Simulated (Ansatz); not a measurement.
## ZnS with two functionals, holes 1.5×10^21 cm⁻³

Take ZnS in the wurtzite structure (space group P6_3mc, No. 186; a = 3.8451 Å, c = 6.3057 Å) as the base.

(Cell as relaxed with PBE.)

Levels (all Ansatz, an electronic-structure program, PAW): PBE (420 eV, no spin-orbit coupling); r2SCAN (500 eV, spin-orbit coupling left out).

Each level relaxes its own structure.

```
base                      PBE    r2SCAN
-------------------  --------  --------
volume per atom      20.18 Å³  19.59 Å³
lattice parameter a   3.845 Å   3.806 Å
band gap              2.08 eV   2.78 eV
```

Now apply this change: holes 1.5×10^21 cm⁻³, on a uniform background at fixed cell.

```tsv
quantity	PBE	r2SCAN
gap between the host's bands	2.12 eV	?
shift of the gap caused by the change	+0.04 eV	?
gap character	direct at Γ	?
Fermi level relative to the doped band's edge (positive inside the band; to 0.05 eV)	+0.20 eV	?
```

Problem. Given the PBE results, estimate those of r2SCAN.

Solution. 
- gap between the host's bands, r2SCAN: 2.82 eV
- shift of the gap caused by the change, r2SCAN: +0.04 eV
- gap character, r2SCAN: direct at Γ
- Fermi level relative to the doped band's edge (positive inside the band; to 0.05 eV), r2SCAN: +0.25 eV

PBE's gap between the host's bands lies 0.70 eV below r2SCAN's; the two agree on the shift of the gap caused by the change and gap character. Neither level is exact; r2SCAN is the comparison here, not a measurement.

Carriers are added with a uniform compensating background; total energy and stress of such cells depend on the potential's zero and are not compared; many-body gap narrowing is missing at this level. Gaps are read on the SCF mesh and a high-symmetry path. Stability against distortions was not tested.
